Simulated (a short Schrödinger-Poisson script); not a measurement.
From a short Schrödinger-Poisson script (our own, NumPy): 1D Poisson equation in equilibrium, electrons quantum, Hartree (BenDaniel-Duke, 12 states a valley, the channel's in-plane mass for all, wave functions free to enter the dielectric), parabolic valleys, classical holes, full ionisation, no traps, pinning or gate leakage.

System: symmetric double-gate stack, SiO2 on p-type Si(110), at 400 K.

From the gate side: 1.7 nm SiO2; 6 nm Si, acceptors 2e17 cm⁻³; 1.7 nm SiO2.

Constants are typed, rounded textbook-type inputs, not results; the design itself was drawn at random and stands for no fabricated device. SiO2: permittivity 3.9, conduction-band edge (eV) 3.15, gap (eV) 9, electron mass (mₑ) 0.5. Si: permittivity 11.7, conduction-band edge (eV) 0, gap (eV) 1.124, Nv at 300 K (cm⁻³) 3.1e19.

Channel valleys (confinement mass, in-plane density-of-states mass, number): Δ4 0.315, 0.324, 4; Δ2 0.19, 0.417, 2. At the gates, both at one voltage, the conduction-band edge of layer 1 lies 3.69 eV − eVg above the Fermi level of the channel. Gaps are held at their typed values at every temperature. Mesh 0.03 nm at interfaces.

Question: Give the sheet density of all electrons at Vg = 0.65 V (cm⁻²); the lowest subband against the Fermi level at Vg = 1.25 V (meV); the sheet density of all electrons at Vg = 1.25 V (cm⁻²).

Answer: sheet density of all electrons at Vg = 0.65 V (cm⁻²): 2.97e12; lowest subband against the Fermi level at Vg = 1.25 V (meV): 22.1; sheet density of all electrons at Vg = 1.25 V (cm⁻²): 1.39e13.
